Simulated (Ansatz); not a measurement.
**Effect of uniaxial strain ε_xx = +0.45 % on hypothetical I4/mmm La2WN4**

Consider La$_{2}$WN$_{4}$ (space group I4/mmm, No. 139; a = 3.960 Å, c = 12.617 Å; a hypothetical phase, not in the database extracts checked). Axes: x, y, z lie along a, b, c of the conventional cell.

Modification: the cell is stretched by 0.45 % along x with no lateral relaxation, atoms relaxed at fixed cell.

Calculations: DFT with PBEsol, PAW potentials and a 420 eV plane-wave cutoff in Ansatz (an electronic-structure program), spin-orbit coupling left out. Settings: 17×17×17 k-points, 0.05 eV Fermi–Dirac smearing.

- Space group: Immm (No. 71) (base I4/mmm (No. 139))
- Shortest interatomic distance: 1.980 Å (base 1.980 Å)
- Energy relative to the base (free energy F): +0.4 meV/atom
- Pressure (mean of the normal stresses, compression positive): -0.9 GPa (base 0.0 GPa)
- Band gap: zero (base zero)
- Stress (xx, yy, zz, yz, xz, xy; compression positive): (-1.7, -0.5, -0.6, 0.0, 0.0, 0.0) GPa (rough)

Final structure:

```
La2WN4
1.0
   -1.98890     1.97999     6.30829
    1.98890    -1.97999     6.30829
    1.98890     1.97999    -6.30829
La W N
2 1 4
Direct
  0.35546   0.35546   0.00000
  0.64454   0.64454   0.00000
  0.00000   0.00000   0.00000
  0.16328   0.16328   0.00000
  0.83672   0.83672   0.00000
  0.00000   0.50000   0.50000
  0.50000   0.00000   0.50000
```

Without a gap, meshes like the base's 17×17×17 leave anisotropic stresses uncertain by several tenths of a GPa, and small strain energies with them. Spin-orbit coupling, missing from the scalar runs, can matter with W. Whether these cells are dynamically stable was not tested. The final runs are not spin-polarised. The zero or small gap of La2WN4 can change with the level of theory.
